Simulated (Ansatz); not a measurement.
# A constructed model of the (110) surface of bcc Ta, a cell of two sites (a+b, b-a) surface alloy, Ga on one Ta site of the top plane (bottom of the slab: a bare face, its two planes held)

These are PBE (plane waves to 420 eV, PAW; Ansatz, a first-principles code) values and carry that method's errors.

Slab: 12 atoms, 11.6 Å thick at the start; k 11x8x1, smearing 0.1 eV, dipole-corrected; 4 atoms held, the rest relaxed; symmetry of the start imposed; no spin, no spin-orbit, no U. It is one candidate, not shown to be the stable structure of the face.

The work function of the top face is 4.36 eV, the energy released by relaxation is 0.066 eV and the cost comes out as about 6 core-minutes (a rough figure).
